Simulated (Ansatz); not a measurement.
# ScGe2 (model structure, started from the AlB2 type, P6/mmm, No. 191, 3 atoms in the cell): properties by level of theory

| level (code) | lattice parameter a (Å) | c axis length (Å) | cohesive energy (eV/atom) |
|---|---|---|---|
| LDA (Ansatz) | 4.239 | 3.520 | 5.04 |
| PBE (Ansatz) | 4.353 | 3.619 | [?] |
| PBEsol (Ansatz) | [?] | 3.557 | 4.63 |
| r²SCAN (Ansatz) | 4.294 | 3.627 | 4.19 |

Fill in the missing entries.


- PBE (Ansatz, an electronic-structure program), cohesive energy (eV/atom): 4.14
- PBEsol (Ansatz), lattice parameter a (Å): 4.288

Ansatz's density-functional and Hartree–Fock values are scalar-relativistic unless marked +SOC, with PAW data made under PBE.

The crystal itself was run without spin with LDA, PBE, PBEsol, r²SCAN; a magnetic state was not tried in these runs.

Free atoms are spin-polarised, in the lowest state found; at levels without +SOC their spin–orbit coupling is left out.

A model structure was made by putting elements into a prototype or built by hand; it is no filed structure, need not be a known phase, and can be a saddle point held by its symmetry.
